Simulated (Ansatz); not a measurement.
Response to strain in WC

The reference is WC (space group P-6m2, No. 187; a = 2.922 Å, c = 2.846 Å; relaxed with 0.1 eV smearing).

Strains are applied to the cell and any free atomic positions relax.

Level of theory: PBE, PAW, 420 eV (Ansatz, a quantum-chemistry and plane-wave program; scalar-relativistic without spin-orbit coupling).

Notes on the quantities. pressure: mean of the normal stresses, compression positive.

| isotropic strain (%) | pressure (GPa) |
|---|---|
| -0.59 | 7.1 |
| -0.52 | 6.2 |
| 0 | 0.0 |
| 2.58 | ? |
| 5.47 | -43.6 |

Question: Fit P = P₀ − Bδ + Cδ² with δ = (1 + ε)³ − 1 to the rows shown and predict the withheld row.

Answer: Least squares on the printed values gives P₀ = 0.0 GPa, B = 389 GPa (at held cell shape), C = 791 GPa (largest residual 0.0 GPa); this predicts -25.9 GPa, and the run gives -25.0 GPa, 0.9 higher.

No phonon test of stability was made. The final runs are not spin-polarised.
